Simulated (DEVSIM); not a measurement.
## abrupt GaAs n-p junction

Structure: abrupt GaAs n-p junction, at 400 K.

| layer (left to right) | material | thickness (μm) | Nd (cm⁻³) | Na (cm⁻³) | τn (s) | τp (s) |
|---|---|---|---|---|---|---|
| 1 | GaAs | 0.130 | 2.4e17 | - | 9.9e-9 | 9.9e-9 |
| 2 | GaAs | 4.30 | - | 3.6e15 | 9.9e-9 | 9.9e-9 |

Left contact: ohmic. Right contact: ohmic. Voltage is applied to the left contact. Recombination: SRH at mid-gap, radiative. Mobility is μmin + (μ − μmin)/(1 + (N/Nref)^α).

The device is made up for the run: typed textbook-type constants, with dimensions and the other settings drawn at random. Values at 300 K; Nc and Nv go as T^1.5, mobilities as T to minus their exponent, the gap by Varshni's rule with the affinity fixed.

| parameter | GaAs |
|---|---|
| gap (eV) | 1.424 |
| affinity (eV) | 4.07 |
| permittivity | 12.9 |
| Nc (cm⁻³) | 4.7e17 |
| Nv (cm⁻³) | 9e18 |
| μn (cm²/Vs) | 8500 |
| μp (cm²/Vs) | 400 |
| μn,min | 500 |
| μp,min | 20 |
| Nref,n | 6e16 |
| Nref,p | 1.5e17 |
| αn | 0.39 |
| αp | 0.38 |
| T exponent of μn | 2.1 |
| T exponent of μp | 2.2 |
| B (cm³/s) | 2e-10 |
| Varshni α (eV/K) | 0.000541 |
| Varshni β (K) | 204 |

DEVSIM, 1D drift-diffusion, Boltzmann statistics, complete ionisation; no tunnelling, impact ionisation, image-force lowering or self-heating.

```
Item                                                Value
---------------------------------------------  ----------
Potential step across the device at zero bias     1.055 V
Largest field in the device at zero bias       39000 V/cm
Dark forward voltage at 1 A/cm²                   0.728 V
Dark forward voltage at 100 A/cm²                 0.908 V
```

Small-signal capacitance in reverse bias (quasi-static):

```tsv
V (V)	C (nF/cm²)
0.1	17.5
0.25	16.4
0.5	14.9
0.75	13.7
1	12.8
1.5	11.5
2	10.4
2.5	9.66
3.25	8.76
4	8.07
5	7.36
```

Dark reverse current:

| V (V) | J (A/cm²) |
|---|---|
| 0.10 | 3.6e-7 |
| 0.25 | 7.0e-7 |
| 0.50 | 1.2e-6 |
| 0.75 | 1.6e-6 |
| 1.00 | 1.9e-6 |
| 1.50 | 2.6e-6 |
| 2.00 | 3.2e-6 |
| 2.50 | 3.7e-6 |
| 3.25 | 4.4e-6 |
| 4.00 | 5.0e-6 |
| 5.00 | 5.8e-6 |
